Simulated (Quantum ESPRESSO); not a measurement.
Habitual settings against a tight run: ZnSnSb2 (P-4m2, 4 atoms in the cell)

Self-consistent single point.

```
CELL_PARAMETERS angstrom
      4.52780     0.00000     0.00000
      0.00000     4.52780     0.00000
      0.00000     0.00000     6.33453
ATOMIC_POSITIONS crystal
  Zn 0.00000 0.00000 0.00000
  Sn 0.50000 0.50000 0.50000
  Sb 0.00000 0.50000 0.22240
  Sb 0.50000 0.00000 0.77760
```

Computed with PBEsol, PseudoDojo standard norm-conserving (PBESOL) pseudopotentials (plane waves; Quantum ESPRESSO).

Base settings: ecutwfc = 85 Ry; occupations = smearing; smearing = cold; degauss = 0.0036749 Ry; potentials = {Zn: Zn.upf, Sn: Sn.upf, Sb: Sb.upf}; K_POINTS = automatic 5 5 4 1 1 1; conv_thr = 1e-10 Ry.

Tight run (finer mesh or higher cutoff; not a proven limit): ecutwfc: 85 Ry → 119 Ry; conv_thr: 1e-10 Ry → 7.3e-11 Ry; K_POINTS: automatic 5 5 4 1 1 1 → automatic 7 7 6 1 1 1. It gave top of the valence band (on the code's own zero) 7.49 eV; gap on the k-point mesh 0.35 eV; pressure -2.01 GPa; largest force (vector length) 0.048 eV/Å.

Quick runs, as changes from the base:
- A: the base itself
- B: ecutwfc: 85 Ry → 42 Ry; degauss: 0.0036749 Ry → 0.0099958 Ry; K_POINTS: automatic 5 5 4 1 1 1 → automatic 2 2 2 1 1 1; potentials: PseudoDojo standard norm-conserving (LDA) [LDA (PW92)]
- C: ecutwfc: 85 Ry → 68 Ry; conv_thr: 1e-10 Ry → 7.3e-06 Ry; K_POINTS: automatic 5 5 4 1 1 1 → automatic 2 2 2 1 1 1
- D: smearing: cold → mp; degauss: 0.0036749 Ry → 0.036749 Ry; conv_thr: 1e-10 Ry → 7.3e-05 Ry; K_POINTS: automatic 5 5 4 1 1 1 → automatic 4 4 4 1 1 1; potentials: PseudoDojo standard norm-conserving (LDA) [LDA (PW92)]

Energies are extrapolated to zero smearing width, which holds to low order in the width alone (under cold and Methfessel-Paxton smearing the free energy itself is taken).

Dashes: energy of B, D, another energy zero; gap of B, C, left out as unsure on this mesh or at this smearing; time of B, C, under 30 s; pressure of C, D, not trusted under this conv_thr with d or f elements.

Gaps are read on each run's own mesh, which may miss the band edges.

† marks runs with another functional, U, potentials or spin treatment: their distance from the tight run is not a convergence error alone.

The count of work is k-points × plane waves × bands × iterations; it is no time. Core times come from one kind of shared machine and are given to one figure; runs under 30 s give none.

The starting cell comes from a database of computed structures (which also holds hypothetical and non-ambient phases and stackings), without a prior relaxation at this level. Its lattice was rescaled by a random factor within 2.5 % of one. Spin-orbit coupling is off. The shifted mesh does not hold Γ, so a gap read on it misses any band edge there.

```tsv
run	energy less tight (meV/atom)	pressure less tight (GPa)	largest miss in a force vector (eV/Å)	gap on the mesh less tight (eV)	count of work / tight	core time / tight (rough)
A	-5.8	-0.04	0.011	0.270	0.22	0.3
B†	–	-386.69	0.238	–	0.0070	–
C	-214.7	–	0.057	–	0.0078	–
D†	–	–	0.275	0.722	0.055	0.08
```

Among the runs at the tight run's level, the energy misses run from 5.8 to 214.7 meV/atom.

Left out of this page: 2 runs of the series outside the window shown, repeating another row's setting, or not comparable.
